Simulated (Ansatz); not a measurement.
Consider ZrB2 (space group P6/mmm, No. 191; a = 3.155 Å, c = 3.506 Å).

All numbers come from Ansatz (a first-principles code) PBEsol, no spin-orbit coupling.

Before the change:

The volume per atom comes out as 10.08 Å³.

It is then changed as follows: a negative pressure, −1 GPa.

Question: Predict the new volume per atom.

Answer: The volume per atom goes up by 0.04 Å³ (10.08 Å³ → 10.12 Å³).

Load acts through the strain it causes; cell and atoms are relaxed under it. No phonon test of stability was made. All final runs are without spin polarisation.
